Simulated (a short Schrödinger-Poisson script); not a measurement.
Stack: gated Al0.4Ga0.6N/GaN polarisation-induced gas, at 77 K.

```
layer     material  thickness (nm)  Na (cm⁻³)
-----  -----------  --------------  ---------
1      Al0.4Ga0.6N              15          -
2              GaN            6000       6e14
```

The device is made up for the run: typed textbook-type constants, with dimensions and the other settings drawn at random. Al0.4Ga0.6N: permittivity 9.26, conduction-band edge (eV) 0.58, gap (eV) 4.258, electron mass (mₑ) 0.248, Nv at 300 K (cm⁻³) 4.6e19. GaN: permittivity 9.5, conduction-band edge (eV) 0, gap (eV) 3.43, Nv at 300 K (cm⁻³) 4.6e19.

Channel valleys (confinement mass, in-plane density-of-states mass, number): Γ 0.2, 0.2, 1. At the gate the conduction-band edge of layer 1 lies 1.36 eV − eVg above the Fermi level of the channel; the field vanishes at the back. Sheet of polarisation charge: +2e13 e/cm² at 15 nm from the gate. The barrier under the gate holds no holes. Gaps are held at their typed values at every temperature. Mesh 0.08 nm at interfaces.

Solved with a short Schrödinger-Poisson script written for these runs: 1D Poisson equation in equilibrium, electrons quantum, Hartree plus LDA exchange-correlation (BenDaniel-Duke, 40 states a valley, the channel's in-plane mass for all, wave functions free to enter the barrier), parabolic valleys, classical holes, full ionisation, no traps, pinning or gate leakage.

The same stack at other levels of the model or other numerical settings:

```tsv
run	sheet density of all electrons at Vg = 0.5 V (cm⁻²)	sheet density of all electrons at Vg = -3 V (cm⁻²)	capacitance at Vg = 0.5 V (μF/cm²)	centroid of the channel electrons at Vg = 0.5 V (nm)	rough cost against the base
base	1.73e13	6.15e12	0.521	1.51	about 1
electrons treated as classical, Boltzmann	1.86e13	6.76e12	0.543	0.21	0.01
electrons treated as classical, Fermi-Dirac	1.72e13	6.18e12	0.508	1.45	0.05
electrons treated as quantum, Hartree	1.72e13	6.03e12	0.520	1.65	0.5
mesh six times as coarse	1.73e13	6.15e12	0.522	1.45	0.3
one subband a valley	1.73e13	6.15e12	0.518	1.24	0.2
```

The classical rows ignore confinement, and Boltzmann statistics overrate the density once the band edge passes the Fermi level.
